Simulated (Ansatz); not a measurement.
System: TiSi (model structure, started from the CsCl type, Pm-3m, No. 221, 2 atoms in the cell). Method: PBEsol (plane waves, PAW; Ansatz, an electronic-structure program).

Run with plane-wave cutoff 520 eV, 18×18×18 k mesh, Fermi–Dirac smearing 0.05 eV, no spin polarisation, scalar-relativistic PAW data made under PBE.

Cell (relaxed at this level):

TiSi is taken in the cubic space group Pm-3m (No. 221), the CsCl type structure, Pearson symbol cP2. Cell: a = 3.080 Å, b = 3.080 Å, c = 3.080 Å, α = 90.00°, β = 90.00°, γ = 90.00°. Ti on 1a has 8 Si at 2.667 Å and 6 Ti at 3.080 Å. Si on 1b sees 8 Ti at 2.667 Å (cubic). (Neighbours: up to the widest gap in distance over summed covalent radii, below 1.35, at either atom; cation-cation and far metal-metal contacts left out.)

Question: Give the computed bulk modulus.

Answer: 
- bulk modulus: 134 GPa

Note: the bulk modulus is −V dP/dV from two relaxed cells at ±2 % in volume; the relaxation could raise the start's symmetry but not lower it, so the cell can be a saddle point.

It cost very roughly 30 core-seconds of CPU time.

A model structure was made by putting elements into a prototype or built by hand; it is no filed structure, need not be a known phase, and can be a saddle point held by its symmetry.
